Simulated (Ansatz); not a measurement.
We consider zinc-blende LiF (model structure), described by r²SCAN-D4 (plane waves, PAW; Ansatz, a program for electronic structure).

Numerical settings: plane-wave cutoff 500 eV, 12×12×12 k mesh, gaussian smearing 0.02 eV, scalar-relativistic PAW data made under PBE.

Cell (relaxed at this level):

```cif
data_FLi
_chemical_formula_sum 'Li1 F1'
_space_group_name_H-M_alt 'P 1'
_space_group_IT_number 1
_cell_length_a 3.02723
_cell_length_b 3.02723
_cell_length_c 3.02723
_cell_angle_alpha 60.000
_cell_angle_beta 60.000
_cell_angle_gamma 60.000
loop_
_space_group_symop_operation_xyz
  'x, y, z'
loop_
_atom_site_label
_atom_site_type_symbol
_atom_site_fract_x
_atom_site_fract_y
_atom_site_fract_z
_atom_site_occupancy
Li1 Li 0.00000 0.00000 0.00000 1
F1 F 0.25000 0.25000 0.25000 1
```

### Question
Estimate the band gap that the calculation returns.

### Answer

- band gap: 8.70 eV (on the SCF k mesh)

Note: the relaxation could raise the start's symmetry but not lower it, so the cell can be a saddle point.

Computed values are for the static lattice.

Cost on a shared machine: very roughly 11 core-seconds.

A model structure was made by putting elements into a prototype or built by hand; it is no filed structure, need not be a known phase, and can be a saddle point held by its symmetry.
